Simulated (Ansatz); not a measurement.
Checking a run of Ansatz (a program for electronic structure) on LuSiRu (Pnma, 12 atoms in the cell). The aim is a self-consistent single point with DFT, PBEsol, plane waves, default PAW files made with PBE.

Cell that was meant: a = 6.8384 Å, b = 4.2382 Å, c = 7.0347 Å, α = 90.00°, β = 90.00°, γ = 90.00°.

Part of the input:

Ansatz 0.2 input:
```yaml
    - { symbol: Ru, position: [0.84492000, 0.25000000, 0.56433000] }
    - { symbol: Ru, position: [0.34492000, 0.25000000, 0.93567000] }
    - { symbol: Ru, position: [0.65508000, 0.75000000, 0.06433000] }
basis:
  ecutwfc: 40
kpoints:
  mp_grid:
    grid: [4, 7, 4]
```

Output (repeated stretches shortened):

```
   [... lines left out ...]
PAW frozen core: Ru, regenerated for the run's functional, and the local potential with it
Initial density: superposition of atomic densities (neutral atoms: chi_scale 0, normalization atom), corrected by the library's trained network
Initial wavefunctions: pseudopotential atomic-orbital guess
Eigensolver: davidson
Functional: x = pbesol(κ = 0.804, μ = 0.12345679012345678), c = pbesol(β = 0.046)
SCF iter   1: F=—  HF=-81204.290855 eV  |F-HF|=—  |Δ(HF+E_count)|=         —  Δρ=2.56e0  dr2=1.29e4  ethr=1.77e-3  ⟨swp⟩=1.0  Hψ=4188  notcnv=0
all-band conjugate gradients solve this SCF's bands
preconditioner: auto → LDOS
SCF iter   2: F=—  HF=-67740.478096 eV  |F-HF|=—  |Δ(HF+E_count)|=    1.35e4  S|Δr|=    0.00e0  Δρ=3.40e-1  dr2=4.83e2  ethr=1.77e-3  ⟨swp⟩=1.0  Hψ=4188  notcnv=0
   [... lines left out ...]
SCF iter  11: F=—  HF=-67344.727544 eV  |F-HF|=—  |Δ(HF+E_count)|=   2.88e-6  S|Δr|=    0.00e0  Δρ=1.71e-5  dr2=1.02e-6  ethr=4.79e-9  ⟨swp⟩=2.0  Hψ=4334  notcnv=0
SCF iter  12: F=—  HF=-67344.727543 eV  |F-HF|=—  |Δ(HF+E_count)|=   4.73e-7  S|Δr|=    0.00e0  Δρ=6.95e-6  dr2=1.51e-7  ethr=5.67e-10  ⟨swp⟩=2.1  Hψ=4702  notcnv=0
SCF iter  13: F=-67344.727543 eV  HF=-67344.727543 eV  |F-HF|=5.38e-9  |Δ(HF+E_count)|=   7.84e-8  S|Δr|=    0.00e0  Δρ=1.34e-6  dr2=6.38e-9  ethr=5.56e-11  ⟨swp⟩=3.3  Hψ=8600  notcnv=0
SCF 1 converged in 13 iterations: F = -67344.727543 eV  dr2 = 6.38e-9
Stability not checked (fill_not_monotonic)
Free energy (F): -67344.727543 eV
Internal energy: -67344.741507 eV  (E = F + TS)
E sigma→0 (E₀):  -67344.731034 eV
Entropy (-TS):   0.013964 eV (1.164 meV/atom)
Fermi energy:    45.813852 eV
--- Forces (eV/Å), atoms counted from 1 ---
  atom   1  Lu   -28.88402075     0.00000000   -39.25215940
  atom   2  Lu    28.88402075     0.00000000    39.25215940
  atom   3  Lu    28.88402075     0.00000000   -39.25215940
   [... lines left out ...]
--- Stress (GPa, compression-positive) ---
    -5707.338514       0.000000       0.000000
        0.000000   -5636.499459       0.000000
        0.000000       0.000000   -5367.435332
  P = ⅓ Tr σ = -5570.4244 GPa (-55704.244 kbar)
  The stress holds no Pulay correction (an occupied level lies too near the plane-wave cutoff): it is that at fixed plane waves, as pw.x and ABINIT print it
```

Question: Is this run sound? If not, what is wrong?

Answer: The run is not sound. The fault is this: a cutoff meant in Ry typed as a bare number, read as eV. A bare number is read in the key's own unit, and eV, Ry (13.6 eV) and Ha (27.2 eV) lie far apart, so the setting ends up far from the one that was meant. To fix it, convert the value to the unit that the key expects. The run converged in 13 iterations without an error; against the sound input the free energy rises by 1410 eV/atom, the pressure goes from -2.47 to -5570 GPa and the largest force goes from 0.095 to 48.73 eV/Å.

The sound input it was made from differs as follows (other fixes are possible):
```diff
-basis:
-  ecutwfc: 40
```

With that input, the run converged in 9 iterations: free energy E − TS (on the zero of these files) -84208.3497 eV; Fermi level (on the code's own zero) 16.64 eV; pressure -2.47 GPa; largest force (vector length) 0.095 eV/Å (DFT, PBEsol, plane waves, default PAW files made with PBE).

On the sound input: the starting cell comes from a database of computed structures (which also holds hypothetical and non-ambient phases and stackings), without a prior relaxation at this level. Spin-orbit coupling is off. Spin polarisation is off. Ansatz's pressure includes its estimate of the finite-basis (Pulay) stress.
